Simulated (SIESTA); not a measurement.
SIESTA run on NbPb₃ (Pm-3m, 4 atoms in the cell): self-consistent single point.

Level of theory: GGA PBE, numerical atomic orbitals DZP, PseudoDojo PBE standard norm-conserving potentials (rewritten from UPF to PSML) run with SIESTA.

The change in words: lattice scaled by 0.985. Reference geometry:
```yaml
crystal:
  lattice:
    - [4.73318, 0.00000, 0.00000]
    - [0.00000, 4.73318, 0.00000]
    - [0.00000, 0.00000, 4.73318]
  atoms:
    - { symbol: Pb, position: [0.00000, 0.50000, 0.50000] }
    - { symbol: Pb, position: [0.50000, 0.50000, 0.00000] }
    - { symbol: Pb, position: [0.50000, 0.00000, 0.50000] }
    - { symbol: Nb, position: [0.00000, 0.00000, 0.00000] }
```

Reference input (self-consistent single point, DFT, GGA PBE, numerical atomic orbitals DZP, PseudoDojo PBE standard norm-conserving potentials (rewritten from UPF to PSML)): XC.functional = GGA; XC.authors = PBE; potentials = PseudoDojo PBE standard; PAO.BasisSize = DZP; PAO.EnergyShift = 0.01 Ry; MeshCutoff = 400 Ry; kgrid.MonkhorstPack = 9 9 9 shifted by 0.5 0.5 0.5; OccupationFunction = FD; ElectronicTemperature = 100 meV; MaxSCFIterations = 150; SCF.Mixer.Method = Pulay; SCF.Mixer.Weight = 0.2. This run's input differs from it in these lines:

```diff
@@ -10,3 +10,3 @@
 %endblock ChemicalSpeciesLabel
-LatticeConstant              4.733181 Ang
+LatticeConstant              4.662183 Ang
 %block LatticeVectors
```

Log, with long lists cut:

```
        iscf     Eharris(eV)        E_KS(eV)     FreeEng(eV)     dDmax    Ef(eV) dHmax(eV)
   scf:    1    -7357.086257    -7382.527098    -7382.619149  0.785520 -1.883508 18.435073
   scf:    2    -7386.636101    -7392.335212    -7392.539824  0.458516 -3.072864  3.361004
   scf:    3    -7393.472514    -7393.482548    -7393.674522  0.160013 -2.796089  2.000808
   scf:    4    -7392.939474    -7393.474035    -7393.686328  0.091927 -3.183968  2.682894
   scf:    5    -7393.845926    -7393.692207    -7393.900230  0.020682 -3.097766  1.299125
   scf:    6    -7393.746681    -7393.761009    -7393.963359  0.024335 -3.013137  0.263701
   scf:    7    -7393.762941    -7393.762049    -7393.964540  0.002404 -3.015370  0.214925
   scf:    8    -7393.762208    -7393.762911    -7393.966255  0.003359 -3.030206  0.005854
   scf:    9    -7393.762955    -7393.762934    -7393.966256  0.000122 -3.029738  0.000377
   scf:   10    -7393.762930    -7393.762932    -7393.966256  0.000026 -3.029795  0.000070
SCF Convergence by DM+H criterion
max |DM_out - DM_in|         :     0.0000261655
max |H_out - H_in|      (eV) :     0.0000698139
SCF cycle converged after 10 iterations

Using DM_out to compute the final energy and forces

siesta: E_KS(eV) =            -7393.7629

siesta: E_KS - E_eggbox =     -7393.7629

siesta: Atomic forces (eV/Ang):
     1    0.000000    0.000000    0.000000
     2    0.000000   -0.000000   -0.000000
     3   -0.000000    0.000000    0.000000
     4   -0.000000   -0.000000   -0.000000
   Tot   -0.000000    0.000000    0.000000
   Max    0.000000
   Res    0.000000    sqrt( Sum f_i^2 / 3N )
   Max    0.000000    constrained

Stress tensor Voigt[x,y,z,yz,xz,xy] (kbar):      -36.59      -36.59      -36.59        0.00       -0.00       -0.00
(Free)E + p*V (eV/cell)    -7391.6522
   [... lines left out ...]
siesta: FreeEng =     -7393.966256
   [... lines left out ...]
siesta:    -0.022835   -0.000000   -0.000000
siesta:    -0.000000   -0.022835    0.000000
siesta:    -0.000000    0.000000   -0.022835

siesta: Cell volume =        101.336978 Ang**3

siesta: Pressure (static):
siesta:                Solid            Molecule  Units
siesta:           0.00024870          0.00024870  Ry/Bohr**3
siesta:           0.02283491          0.02283491  eV/Ang**3
siesta:          36.58556086         36.58556085  kBar
```

The run converged in 10 iterations. Against the reference run the free energy rises by 16.3 meV/atom and the pressure goes from 0.94 to 3.66 GPa.

The starting cell was generated: these elements placed on a structure prototype, without a prior relaxation; it need not be a known phase or ordering of this composition. For this run, on top of that: lattice scaled by 0.985. Spin polarisation is off. Values carry the incompleteness of an atom-centred basis.

Cost on one core of a shared machine: roughly 80 s.
